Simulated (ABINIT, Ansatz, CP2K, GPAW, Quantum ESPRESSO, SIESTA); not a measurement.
Code comparison for NiAl (Pm-3m, 2 atoms in the cell)

Self-consistent single point.

```yaml
crystal:
  lattice:
    - [2.89000, 0.00000, 0.00000]
    - [0.00000, 2.89000, 0.00000]
    - [0.00000, 0.00000, 2.89000]
  atoms:
    - { symbol: Al, position: [0.50000, 0.50000, 0.50000] }
    - { symbol: Ni, position: [0.00000, 0.00000, 0.00000] }
```

Shared settings, as Ansatz (a quantum-chemistry and plane-wave program) writes them: kpoints.mp_grid.grid = 9 9 9; scf.occupations.method = gaussian; scf.occupations.width = 0.136 eV. Potentials and cutoffs stand in the table.

```
code                                                                                                                                 model  pressure (GPa)       cutoff
----------------  ------------------------------------------------------------------------------------------------------------------------  --------------  -----------
SIESTA            LDA PW92, numerical atomic orbitals DZP, PseudoDojo LDA standard norm-conserving potentials (rewritten from UPF to PSML)          -12.94  grid 350 Ry
Quantum ESPRESSO                                                                       LDA (PZ), GBRV 1.5 ultrasoft (LDA) pseudopotentials           -9.74        50 Ry
CP2K                                                  LDA (Pade form), GPW, DZVP-MOLOPT-SR-GTH basis, GTH-PADE potentials (GTH_POTENTIALS)          -11.61  grid 600 Ry
Ansatz                                                                                         LDA (PW92), default PAW files made with PBE          -10.03      default
GPAW                                                                         LDA (Perdew-Wang 92), GPAW PAW datasets LDA (gpaw-data 1.0.1)           -9.20       850 eV
ABINIT                                                     LDA (PW92), norm-conserving pseudopotentials (PseudoDojo nc-sr-04 LDA standard)          -10.38      1333 eV
```

On Ansatz's run: spin polarisation is off.

The spread over the programs that give each value: pressure within 3.74 GPa.

SIESTA and CP2K use small atom-centred bases, whose incompleteness enters pressures, forces and empty levels differently from a plane-wave cutoff. Ansatz's pressure is given at a fixed set of plane waves, as the other plane-wave codes print theirs; with its correction for the finite basis it is -9.94 GPa. The same LDA comes in different parametrisations, which differ slightly. In the pressure, SIESTA (by 3.05) and CP2K (by 1.72) lie more than 1 GPa from the median of the plane-wave programs.

The starting cell has typed, rounded lattice constants, without a prior relaxation at this level.

Left out of this page: Elk (not drawn, or without a comparable value).

Keys are those of Ansatz 0.2.
